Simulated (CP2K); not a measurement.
Band structure of Zr2CuSb3 (P-4m2, 6 atoms in the cell).

```yaml
crystal:
  lattice:
    - [3.97808, 0.00000, 0.00000]
    - [0.00000, 3.97808, 0.00000]
    - [0.00000, 0.00000, 8.76379]
  atoms:
    - { symbol: Zr, position: [0.00000, 0.50000, 0.73761] }
    - { symbol: Zr, position: [0.50000, 0.00000, 0.26239] }
    - { symbol: Cu, position: [0.00000, 0.00000, 0.00000] }
    - { symbol: Sb, position: [0.50000, 0.50000, 0.00000] }
    - { symbol: Sb, position: [0.00000, 0.50000, 0.37863] }
    - { symbol: Sb, position: [0.50000, 0.00000, 0.62137] }
```

Level of theory: PBEsol, GPW, DZVP-MOLOPT-SR-GTH basis, GTH-PBE potentials (GTH_POTENTIALS) in CP2K.

Settings: CUTOFF = 600 Ry; REL_CUTOFF = 50 Ry; SMEAR/METHOD = GAUSSIAN; SIGMA = 0.272 eV; KPOINTS/SCHEME = MONKHORST-PACK 5 5 3; XC_FUNCTIONAL = PBE:PBESOL; Zr/BASIS_SET = DZVP-MOLOPT-SR-GTH-q12; Zr/POTENTIAL = GTH-PBE-q12; Cu/BASIS_SET = DZVP-MOLOPT-SR-GTH-q11; Cu/POTENTIAL = GTH-PBE-q11; Sb/BASIS_SET = DZVP-MOLOPT-SR-GTH-q5; Sb/POTENTIAL = GTH-PBE-q5; METHOD = GPW; EPS_DEFAULT = 1e-10.

The starting cell comes from a database of computed structures (which also holds hypothetical and non-ambient phases and stackings), without a prior relaxation at this level. Its lattice was rescaled by a random factor within 2.5 % of one. Spin-orbit coupling is off. Spin polarisation is off. Values carry the incompleteness of an atom-centred basis. The potentials were made for another functional than the one used.

Levels in eV from the Fermi level, bands 22 to 27:
```
point     22     23     24     25     26    27
-----  -----  -----  -----  -----  -----  ----
Γ      -0.90  -0.90  -0.89   0.73   0.73  1.13
X      -1.18  -0.99  -0.96   0.35   0.57  1.06
M      -2.26  -1.79  -1.79  -1.48  -1.45  0.19
Z      -1.17  -1.17  -0.60   0.01   0.99  0.99
R      -1.38  -1.36  -0.38   0.18   0.54  1.28
A      -2.24  -1.49  -1.47  -1.19  -1.19  0.20
```

Bands cross the Fermi level along this path, so the cell is metallic at this level.

Higher empty bands are left out: an atom-centred basis made for the valence describes them poorly.
